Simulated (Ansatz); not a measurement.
The starting structures come from a database of crystals and need not be the phases stable at ambient conditions.

Inside the gap of an insulator the Bloch states are evanescent, with a wavenumber k + iκ along the transport direction.

Input:

```yaml
crystal:
  lattice:
    - [6.02750, 0.00000, 0.00000]
    - [0.00000, 8.26298, 0.00000]
    - [0.00000, 4.13149, 4.13149]
  atoms:
    - { symbol: Cd, position: [0.00000, 0.00000, 0.00000] }
    - { symbol: In, position: [0.50000, 0.50000, 0.50000] }
    - { symbol: In, position: [0.50000, 0.00000, 0.50000] }
    - { symbol: Se, position: [0.23639, 0.27206, 0.00000] }
    - { symbol: Se, position: [0.76361, 0.72794, 0.54412] }
    - { symbol: Se, position: [0.23639, 0.72794, 0.00000] }
    - { symbol: Se, position: [0.76361, 0.27206, 0.45588] }
```

Space group of this cell: P-42m. The cell is taken as given; by PBEsol its mean pressure is -1.0 GPa.

Transport runs along the normal of the first two printed cell vectors, the (110) plane of the conventional cell.

The gap is the functional's own, uncorrected, and κ follows it; spin-orbit coupling is left out. Mid-gap values are interpolated between the computed energies.

Estimate the band gap and the smallest decay constant κ at mid-gap that PBEsol (Ansatz, a quantum-chemistry and plane-wave program) returns for this system.

Gap 0.84 eV on a 6×8×8 mesh; κ = 0.079 1/Å, at the zone centre.
